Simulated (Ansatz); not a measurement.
Base system: PtTe2 (space group P-3m1, No. 164; a = 4.053 Å, c = 5.097 Å; layered; relaxed with 0.1 eV smearing). Axes: x lies along a and z along c of the hexagonal cell.

Method: PBE-D3(BJ) (Ansatz, an electronic-structure program, PAW, scalar-relativistic without spin-orbit coupling).

For the base:

| Quantity | Value |
|---|---|
| Shortest interatomic distance | 2.707 Å |

Now apply this change: tensile biaxial strain of 2.00 % in the plane normal to [001], as in epitaxy on a mismatched substrate; the out-of-plane cell vector and the atoms relax.

How does this affect the out-of-plane strain?

The out-of-plane strain amounts to -2.32 %.

How does this affect the in-plane stress?

The mean in-plane stress (compression positive) comes out as -3.1 GPa.

Estimate the effect on the shortest interatomic distance.

The shortest interatomic distance rises by 0.020 Å to 2.727 Å.

Stability against distortions was not tested. The final runs are not spin-polarised.
